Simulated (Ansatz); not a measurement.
**YPt₃ (Pm-3m): band-structure transport figures**

Consider the following.

```
CELL_PARAMETERS angstrom
      4.06386     0.00000     0.00000
      0.00000     4.06386     0.00000
      0.00000     0.00000     4.06386
ATOMIC_POSITIONS crystal
  Y  0.00000 0.00000 0.00000
  Pt 0.50000 0.50000 0.00000
  Pt 0.00000 0.50000 0.50000
  Pt 0.50000 0.00000 0.50000
```

All values below come from PBEsol, rigid bands (plane waves, PAW, scalar-relativistic; Ansatz, an electronic-structure program). How the cell was made: cell and atoms relaxed with PBEsol.

The density of states at the Fermi level is 3.21 states/(eV·cell), both spins, the bare Sommerfeld coefficient is 1.89 mJ/(mol of atoms·K²) and the drude plasma energy comes out as 5.0 eV. The root-mean-square Fermi velocity is 4.5e5 m/s and the resistivity times τ is 19.8 ×10⁻²² Ω·m·s.

A metal at this level (no band gap); rigid bands, thermally averaged at 300 K, both spins. Spin-orbit coupling is left out, which matters with elements this heavy. τ is one relaxation time for all states.

Formula and space group known from diffraction (Crystallography Open Database), not checked to be the room-temperature form: YPt3 (Pm-3m).
